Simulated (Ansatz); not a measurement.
## A computed series for AlPt3: pressure series

The parent structure is AlPt₃ (space group P4/mbm, No. 127; a = 5.448 Å, c = 7.848 Å; a cell from a computed database, its experimental status unchecked).

Cell and atoms are relaxed at each pressure.

Method: PBEsol (Ansatz, an electronic-structure program), without spin-orbit coupling.

```
P (GPa)  V (Å³/atom)
-------  -----------
-2.01         14.680
-1.01         14.619
0.30          14.542
0.70          14.519
1.50          14.473
3.00          14.390
5.00          14.283
7.50          14.156
10.00         14.036
```

Fit a third-order Birch–Murnaghan equation of state.

Least squares on P(V) = (3B₀/2)[(V₀/V)^(7/3) − (V₀/V)^(5/3)]·[1 + (3/4)(B₀′ − 4)((V₀/V)^(2/3) − 1)] gives V₀ = 14.56 Å³/atom, B₀ = 248 GPa and B₀′ = 5.2.

Load acts through the strain it causes; cell and atoms are relaxed under it. Stability against distortions was not tested. No other phases were tried under pressure. All final runs are without spin polarisation.
